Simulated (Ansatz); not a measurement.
The starting structures come from a database of crystals and need not be the phases stable at ambient conditions.

 Where the default PAW files enter, the runs use the earlier of Ansatz's two default sets.

Evanescent states of Na₂H₄Pd (I4/mmm, not sure to be the ambient phase, 7 atoms a cell, 12.9 Å³ an atom) along the normal of (110)

Level of theory: r2SCAN (plane waves, PAW; Ansatz, a first-principles code).

The gap is the functional's own, uncorrected, and κ follows it; spin-orbit coupling is left out. Mid-gap values are interpolated between the computed energies.

Energies count from the valence-band top; κ is the least over a 6×6 mesh across the current.

```csv
E (eV),κ (1/Å),where
0.07,0.279,Γ
0.20,0.328,Γ
0.33,0.363,off Γ
0.46,0.386,off Γ
0.58,0.383,off Γ
0.71,0.375,off Γ
0.84,0.366,off Γ
0.97,0.357,off Γ
1.10,0.347,off Γ
1.24,0.337,off Γ
1.36,0.325,off Γ
1.50,0.311,off Γ
1.62,0.297,off Γ
1.75,0.281,off Γ
1.89,0.263,off Γ
2.02,0.242,off Γ
2.15,0.219,off Γ
2.27,0.191,off Γ
2.40,0.157,off Γ
```

**Question.** How thick must the barrier be to attenuate the transmission by 10^4 when the electrodes' Fermi level lies at 1.62 eV, and what attenuation does that film give at 1.50 eV?

**Answer.** d = 4 ln 10 / (2 × 0.297) = 15.5 Å. At 1.50 eV it gives 4 × 0.311/0.297 = 4.2 decades.
